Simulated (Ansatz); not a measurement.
## How the bulk modulus of TiSi₂ (Cmcm, No. 63, 6 atoms in the cell; start mp-1077503; a measured phase of this formula has another space group) moves with the method

No measured value is used here.

```
level (code)     value (GPa)  cell (Å³/atom)
---------------  -----------  --------------
LDA (Ansatz)             144           13.60
PBE (Ansatz)             126           14.35
PBEsol (Ansatz)          137           13.91
r²SCAN (Ansatz)          130           14.16
```

The crystal itself was run without spin with LDA, PBE, PBEsol, r²SCAN; a magnetic state was not tried in these runs. LDA, PBE, PBEsol, r²SCAN: the run has no spin polarisation, so it can have missed a magnetic state. LDA, PBE, PBEsol, r²SCAN: the bulk modulus is −V dP/dV from two relaxed cells at ±2 % in volume. LDA, PBE, PBEsol, r²SCAN: the relaxation could not lower the start's symmetry, so the cell can be a saddle point above a distorted one. Each level is taken at its own relaxed cell. Cutoffs differ between the levels. Ansatz's density-functional and Hartree–Fock values are scalar-relativistic unless marked +SOC, with PAW data made under PBE.

A start named mp-… is a Materials Project structure, which need not be a measured phase.

Ansatz is a program for electronic structure.
